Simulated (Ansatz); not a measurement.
# BeTe: thickness series

Base system: BeTe in the zinc blende structure (space group F-43m, No. 216).

```
CELL_PARAMETERS angstrom
      0.00000     2.80229     2.80229
      2.80229     0.00000     2.80229
      2.80229     2.80229     0.00000
ATOMIC_POSITIONS crystal
  Te 0.25000 0.25000 0.25000
  Be 0.00000 0.00000 0.00000
```

Cartesian axes are those of the cell as printed.

Free-standing slabs (2 atom(s) a layer) normal to [110] with 15 Å of vacuum; in-plane cell held at bulk.

All numbers come from PBEsol/PAW in Ansatz (a first-principles code), no SOC.

Notes on the quantities. excess energy per area of both faces: slab less bulk energy over the cell's area: twice a surface energy.

```json
[
 {"case": "base", "gap character": "–", "band gap": "1.84 eV", "smallest direct gap": "3.61 eV", "thickness between the outermost nuclei": "–", "excess energy per area of both faces": "–"},
 {"case": "1 layer", "gap character": "direct at U", "band gap": "1.76 eV", "smallest direct gap": "–", "thickness between the outermost nuclei": "–", "excess energy per area of both faces": "–"},
 {"case": "2 layers", "gap character": "indirect, Γ → Γ–X (90 % along)", "band gap": "2.49 eV", "smallest direct gap": "3.01 eV", "thickness between the outermost nuclei": "2.33 Å", "excess energy per area of both faces": "0.86 J/m²"},
 {"case": "3 layers", "gap character": "indirect, Γ → X", "band gap": "1.05 eV", "smallest direct gap": "1.74 eV", "thickness between the outermost nuclei": "4.27 Å", "excess energy per area of both faces": "1.09 J/m²"},
 {"case": "4 layers", "gap character": "indirect, Γ → Γ–X (83 % along)", "band gap": "1.75 eV", "smallest direct gap": "2.28 eV", "thickness between the outermost nuclei": "6.29 Å", "excess energy per area of both faces": "1.04 J/m²"},
 {"case": "5 layers", "gap character": "indirect, Γ → X", "band gap": "1.45 eV", "smallest direct gap": "2.17 eV", "thickness between the outermost nuclei": "8.24 Å", "excess energy per area of both faces": "1.05 J/m²"},
 {"case": "6 layers", "gap character": "indirect, Γ → X", "band gap": "1.58 eV", "smallest direct gap": "2.11 eV", "thickness between the outermost nuclei": "10.23 Å", "excess energy per area of both faces": "1.04 J/m²"},
 {"case": "7 layers", "gap character": "indirect, Γ → X", "band gap": "1.41 eV", "smallest direct gap": "2.06 eV", "thickness between the outermost nuclei": "12.21 Å", "excess energy per area of both faces": "1.05 J/m²"}
]
```

Slab and bulk use different k-meshes, which limits the precision of the excess energy. With Te present, leaving out spin-orbit coupling can change the band edges. Stability against distortions was not tested. k-point labels follow each cell's own Brillouin zone.
